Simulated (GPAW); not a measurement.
A self-consistent single point of Pt3Ti (P1, 4 atoms in the cell) with GPAW.

Level of theory: PBE, GPAW PAW datasets PBE (gpaw-data 1.0.1) (plane waves; GPAW 25.7.0).

```yaml
crystal:
  lattice:
    - [3.92000, 0.00000, 0.00000]
    - [0.00000, 3.92000, 0.00000]
    - [0.00000, 0.00000, 3.92000]
  atoms:
    - { symbol: Ti, position: [0.99370, 0.01374, 0.01280] }
    - { symbol: Pt, position: [0.01022, 0.48850, 0.49204] }
    - { symbol: Pt, position: [0.48836, 0.01025, 0.49282] }
    - { symbol: Pt, position: [0.50772, 0.48751, 0.00234] }
```

Reference input (self-consistent single point, DFT PBE, plane waves, GPAW PAW datasets PBE (gpaw-data 1.0.1)): mode = pw; ecut = 850 eV; xc = PBE; kpts = 5 5 5; mesh shift (steps) = 0 0 0; occupations.name = methfessel-paxton; occupations.width = 0.1 eV; occupations.order = 0; nbands = -12; convergence.density = 1e-05 e/electron; symmetry.symmorphic = false; symmetry.tolerance = 0.0005. This run's input differs from it in these lines:

```diff
@@ -16,3 +16,3 @@
             xc='PBE',
-            kpts=(5, 5, 5),
+            kpts={'size': (6, 6, 6), 'gamma': True},
             occupations={'name': 'methfessel-paxton', 'width': 0.1, 'order': 0},
```

Output (repeated stretches shortened):

```
     iter     time        total  log10-change:
                         energy   eigst   dens
iter:   1 --:--:--   -31.966112
iter:   2 --:--:--   -30.982934   -1.38  -1.30
iter:   3 --:--:--   -30.450772   -2.40  -1.40
iter:   4 --:--:--   -29.412708   -1.33  -1.46
iter:   5 --:--:--   -29.274608   -2.49  -1.95
iter:   6 --:--:--   -29.251377   -3.42  -2.14
iter:   7 --:--:--   -29.282459   -2.59  -2.24
iter:   8 --:--:--   -29.243973   -3.12  -2.38
iter:   9 --:--:--   -29.242188   -4.25  -2.78
iter:  10 --:--:--   -29.242264c  -4.54  -2.94
iter:  11 --:--:--   -29.242332c  -4.80  -3.20
iter:  12 --:--:--   -29.242024c  -5.42  -3.37
iter:  13 --:--:--   -29.241827c  -5.46  -3.50
iter:  14 --:--:--   -29.241831c  -6.55  -3.57
iter:  15 --:--:--   -29.241892c  -5.33  -3.62
iter:  16 --:--:--   -29.241880c  -5.73  -3.88
iter:  17 --:--:--   -29.241856c  -6.63  -4.00
iter:  18 --:--:--   -29.241854c  -6.85  -4.20
iter:  19 --:--:--   -29.241860c  -6.62  -4.30
iter:  20 --:--:--   -29.241860c  -7.75c -4.61
iter:  21 --:--:--   -29.241861c  -7.71c -4.69
iter:  22 --:--:--   -29.241860c  -8.47c -4.90
iter:  23 --:--:--   -29.241859c  -8.16c -5.03c
Converged after 23 iterations.

Dipole moment: (-0.429464, -2.130376, -1.306191) |e|*Ang

Energy contributions relative to reference atoms: (reference = -1524350.102584)

Kinetic:         -6.921165
Potential:       -0.444838
External:        +0.000000
XC:             -20.433922
Entropy (-ST):   -0.005572
Local:           -1.439148
SIC:             +0.000000
--------------------------
Free energy:    -29.244644
Extrapolated:   -29.241859

Showing only first 2 kpts
 Kpt  Band  Eigenvalues  Occupancy
  0    28     12.24774    1.34217
  0    29     13.44183    0.00000
  0    30     13.52380    0.00000
  0    31     13.96516    0.00000

  1    28     12.21602    1.62734
  1    29     12.24823    1.33720
  1    30     13.20638    0.00000
  1    31     13.30790    0.00000

Fermi level: 12.27906

No gap
No difference between direct/indirect transitions
Energy (eV): -29.241859

Forces in eV/Ang:
  0 Ti    0.12277   -0.41795   -0.35159
  1 Pt   -0.74971    0.83293    0.44381
  2 Pt    0.64463   -1.23881    0.42415
  3 Pt   -0.01770    0.82386   -0.51631

Stress tensor:
    -0.045462     0.008050     0.000381
     0.008050    -0.045734    -0.000023
     0.000381    -0.000023    -0.041843
Stress (GPa, Voigt): [-7.2838e+00 -7.3274e+00 -6.7040e+00 -3.8000e-03  6.1000e-02  1.2897e+00]
```

The run converged in 23 iterations. GPAW prints stress with tension positive. Against the reference run the free energy is nearly the same (within 1 meV/atom), the pressure stays at 7.11 GPa and the largest force goes from 1.447 to 1.459 eV/Å.

The starting cell has typed, rounded lattice constants, without a prior relaxation at this level. Its atoms were displaced at random from the sites of space group no. 221. Spin polarisation is off. With a pressure of about 7 GPa the cell is away from its equilibrium volume at this level. Forces in this geometry exceed 1 eV/Å.

Cost on one core of a shared machine: roughly 6 min.
